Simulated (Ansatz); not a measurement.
Reference: ZrAl (Cmcm), PBEsol, DFPT electron-phonon coupling, linearised Boltzmann equation (plane waves, PAW, scalar-relativistic; Ansatz, a program for electronic structure); geometry: relaxed with this functional, without spin-orbit coupling.

```
CELL_PARAMETERS angstrom
      1.67105    -5.41914     0.00000
      1.67105     5.41914     0.00000
      0.00000     0.00000     4.24478
ATOMIC_POSITIONS crystal
  Zr 0.16041 0.83959 0.75000
  Zr 0.83959 0.16041 0.25000
  Al 0.42843 0.57157 0.75000
  Al 0.57157 0.42843 0.25000
```

The resistivity at 300 K comes out as 43 μΩ·cm.

Problem. Replace Zr by Sc on the same sites and relax. What happens?

Solution. ScAl (Cmcm): volume per atom 19.2 to 19.7 Å³; resistivity at 300 K stays about the same (43 μΩ·cm to 47 μΩ·cm).

Problem. Swap Al for Si, keeping the structure type. How do these values move?

Solution. ZrSi (Cmcm): volume per atom 19.2 to 17.2 Å³; resistivity at 300 K falls (43 μΩ·cm to 12.1 μΩ·cm).

Moves up to 10 % count as about the same. Metals; harmonic phonons alone scatter; means over directions. Halving the electron mesh moves these values by up to 7 %; q meshes are mostly untested. Spin-orbit coupling is left out.

Formula and space group known from diffraction (Crystallography Open Database), not checked to be the room-temperature form: ZrSi (Cmcm). Computed structure with no diffraction record at hand here (it may be known, metastable or hypothetical): ScAl (Cmcm), ZrAl (Cmcm).
